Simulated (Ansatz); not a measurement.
Ansatz (an electronic-structure program) run on CaAg₂Ge₂ (I4mm, 5 atoms in the cell): self-consistent single point.

Method of the run: LDA (PW92), default PAW files made with PBE (plane waves; Ansatz).

```yaml
crystal:
  lattice:
    - [-2.14959, 2.14959, 5.42914]
    - [2.14959, -2.14959, 5.42914]
    - [2.14959, 2.14959, -5.42914]
  atoms:
    - { symbol: Ca, position: [0.00460, 0.00460, 0.00000] }
    - { symbol: Ag, position: [0.25000, 0.75000, 0.50000] }
    - { symbol: Ag, position: [0.75000, 0.25000, 0.50000] }
    - { symbol: Ge, position: [0.39031, 0.39031, 0.00000] }
    - { symbol: Ge, position: [0.60969, 0.60969, 0.00000] }
```

Reference input (self-consistent single point, DFT, LDA (PW92), plane waves, default PAW files made with PBE): basis.ecutwfc = 420 eV; kpoints.mp_grid.grid = 8 8 8; hamiltonian.xc = lda; hamiltonian.pseudopotentials = {kind: paw} (the program's default PAW files); scf.occupations.method = gaussian; scf.occupations.width = 0.1 eV. This run's input differs from it in these lines:

Ansatz 0.2 input:
```diff
@@ -15,3 +15,3 @@
 kpoints:
-  mp_grid: { grid: [8, 8, 8] }
+  mp_grid: { grid: [19, 19, 19], shift: [0.5, 0.5, 0.5] }
 hamiltonian:
```

Output (repeated stretches shortened):

```
SCF iter   1: F=—  HF=-25122.148891 eV  |F-HF|=—  |Δ(HF+E_count)|=         —  Δρ=7.58e-3  dr2=4.24e-2  ethr=1.77e-3  ⟨swp⟩=7.5  Hψ=100467  notcnv=0  defer=105
all-band conjugate gradients solve this SCF's bands
preconditioner: auto → Kerker (q_TF=auto, 2.605 Å⁻¹)
SCF iter   2: F=—  HF=-25122.138129 eV  |F-HF|=—  |Δ(HF+E_count)|=   1.08e-2  Δρ=2.90e-3  dr2=4.86e-3  ethr=5.58e-5  ⟨swp⟩=2.8  Hψ=51105  notcnv=0  defer=253
   [... lines left out ...]
SCF iter   5: F=—  HF=-25122.137090 eV  |F-HF|=—  |Δ(HF+E_count)|=   1.33e-5  Δρ=8.66e-5  dr2=1.98e-5  ethr=8.09e-8  ⟨swp⟩=2.0  Hψ=39884  notcnv=0  defer=269
SCF iter   6: F=—  HF=-25122.137082 eV  |F-HF|=—  |Δ(HF+E_count)|=   7.69e-6  Δρ=2.86e-5  dr2=2.32e-6  ethr=2.61e-8  ⟨swp⟩=2.0  Hψ=39873  notcnv=0  defer=272
SCF iter   7: F=—  HF=-25122.137081 eV  |F-HF|=—  |Δ(HF+E_count)|=   7.02e-7  Δρ=1.13e-5  dr2=1.47e-7  ethr=3.05e-9  ⟨swp⟩=2.0  Hψ=32170  notcnv=0  defer=273
SCF iter   8: F=-25122.137081 eV  HF=-25122.137081 eV  |F-HF|=1.25e-8  |Δ(HF+E_count)|=   1.97e-9  Δρ=3.68e-6  dr2=2.36e-8  ethr=1.32e-10  ⟨swp⟩=8.6  Hψ=101479  notcnv=0
SCF 1 converged in 8 iterations: F = -25122.137081 eV  dr2 = 2.36e-8
Free energy (F): -25122.137081 eV
Internal energy: -25122.129916 eV  (E = F + TS)
E sigma→0 (E₀):  -25122.133499 eV
Entropy (-TS):   -0.007165 eV (-1.433 meV/atom)
Fermi energy:    11.866537 eV
--- Forces (eV/Å), atoms counted from 1 ---
  atom   1  Ca    -0.00000000    -0.00000000    -0.10089945
  atom   2  Ag    -0.00000000     0.00000000     0.03498289
  atom   3  Ag     0.00000000    -0.00000000     0.03498289
  atom   4  Ge    -0.00000000     0.00000000    -0.35498854
  atom   5  Ge     0.00000000     0.00000000     0.38596216
--- Stress (GPa, compression-positive) ---
       -3.941310       0.000000      -0.000000
        0.000000      -3.941310       0.000000
        0.000000       0.000000      -3.888644
  P = ⅓ Tr σ = -3.9238 GPa (-39.238 kbar)
  The stress holds the Pulay correction. Without it, at fixed plane waves, as pw.x and ABINIT print it: P = -3.9454 GPa
```

The run converged in 8 iterations. Against the reference run the free energy hardly moves (within 1 meV/atom), the pressure hardly changes (-3.98 to -3.92 GPa) and the largest force goes from 0.368 to 0.386 eV/Å.

The starting cell comes from a database of computed structures (which also holds hypothetical and non-ambient phases and stackings), without a prior relaxation at this level. Its lattice was rescaled by up to half a per cent. One atom was moved a little off its site on purpose. Ansatz's pressure includes its estimate of the finite-basis (Pulay) stress.

Cost on one core of a shared machine: roughly 4 min.
